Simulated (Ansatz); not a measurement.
By LDA and PBEsol, the system below comes out a metal.

```
CELL_PARAMETERS angstrom
      2.94955     0.00000     0.00000
      0.00000     4.17129     0.00000
      1.47477     2.08564     1.47477
ATOMIC_POSITIONS crystal
  Au 0.00000 0.00000 0.00000
```

Space group of this cell: Fm-3m, fcc (Cu type). The cell is taken as given; by PBEsol its mean pressure is -9.3 GPa.

The current runs along the normal of the first two printed vectors, the (110) plane. All runs by Ansatz (a first-principles code), plane waves and PAW, without spin-orbit coupling; the base is PBEsol.

```json
[
 {"run": "base", "mean pressure (GPa)": "-9.3", "G/A, both spins (10¹⁵ S/m²)": "0.88"},
 {"run": "all lengths scaled by 0.98", "mean pressure (GPa)": "-0.7", "G/A, both spins (10¹⁵ S/m²)": "…"},
 {"run": "all lengths scaled by 1.02", "mean pressure (GPa)": "-15.0", "G/A, both spins (10¹⁵ S/m²)": "0.84"},
 {"run": "lda in place of pbesol", "mean pressure (GPa)": "-13.5", "G/A, both spins (10¹⁵ S/m²)": "0.88"},
 {"run": "lengths across the current scaled by 0.98, ions clamped", "mean pressure (GPa)": "-3.9", "G/A, both spins (10¹⁵ S/m²)": "…"},
 {"run": "lengths along the current scaled by 1.03, ions clamped", "mean pressure (GPa)": "-12.4", "G/A, both spins (10¹⁵ S/m²)": "0.86"}
]
```

Complete the blanks.


- all lengths scaled by 0.98, G/A, both spins (10¹⁵ S/m²): 0.91
- lengths across the current scaled by 0.98, ions clamped, G/A, both spins (10¹⁵ S/m²): 0.90
